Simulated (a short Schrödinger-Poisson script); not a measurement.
## MOS inversion layer, SiO2 on p-type GaAs

Structure: MOS inversion layer, SiO2 on p-type GaAs, at 300 K.

| layer | material | thickness (nm) | Na (cm⁻³) |
|---|---|---|---|
| 1 | SiO2 | 3.4 | - |
| 2 | GaAs | 400 | 1.5e18 |

Constants are typed, rounded textbook-type inputs, not results; the design itself was drawn at random and stands for no fabricated device. SiO2: permittivity 3.9, conduction-band edge (eV) 3.17, gap (eV) 9, electron mass (mₑ) 0.5. GaAs: permittivity 12.9, conduction-band edge (eV) 0, gap (eV) 1.424, Nv at 300 K (cm⁻³) 9e18.

Channel valleys (confinement mass, in-plane density-of-states mass, number): Γ 0.067, 0.067, 1. At the gate the conduction-band edge of layer 1 lies 3.41 eV − eVg above the Fermi level of the channel; the field vanishes at the back. Gaps are held at their typed values at every temperature. Mesh 0.03 nm at interfaces.

From a short Schrödinger-Poisson script (our own, NumPy): 1D Poisson equation in equilibrium, electrons quantum, Hartree plus LDA exchange-correlation (BenDaniel-Duke, 12 states a valley, the channel's in-plane mass for all, wave functions free to enter the dielectric), parabolic valleys, classical holes, full ionisation, no traps, pinning or gate leakage.

| Vg (V) | electrons (cm⁻²) | C (μF/cm²) | Γ E0 (meV) | Γ E1 (meV) |
|---|---|---|---|---|
| 1.05 | 9.45e6 | 0.245 | 290.7 | 532.1 |
| 1.2 | 6.29e8 | 0.239 | 182.2 | 432.3 |
| 1.35 | 3.97e10 | 0.345 | 74.3 | 333.7 |
| 1.5 | 4.17e11 | 0.661 | 6.4 | 274.5 |
| 1.65 | 1.03e12 | 0.741 | -29.7 | 245.2 |
| 1.8 | 1.70e12 | 0.763 | -58.1 | 223.0 |
| 1.95 | 2.38e12 | 0.771 | -84.2 | 202.8 |
| 2.1 | 3.07e12 | 0.774 | -109.4 | 183.1 |
| 2.25 | 3.77e12 | 0.776 | -134.4 | 163.6 |
| 2.4 | 4.46e12 | 0.778 | -159.2 | 144.0 |
| 2.55 | 5.16e12 | 0.779 | -184.0 | 124.4 |
| 2.7 | 5.85e12 | 0.781 | -208.7 | 104.9 |
| 2.85 | 6.55e12 | 0.784 | -233.2 | 85.4 |
| 3 | 7.26e12 | 0.787 | -257.3 | 66.3 |
| 3.15 | 7.97e12 | 0.793 | -280.9 | 48.1 |
| 3.3 | 8.69e12 | 0.799 | -303.5 | 31.0 |

Gate voltages with under 1e6 electrons/cm² are left out.

Subbands count from the Fermi level.

Above a few 1e12 electrons/cm² a light Γ valley is non-parabolic and upper valleys begin to fill, which the model leaves out.
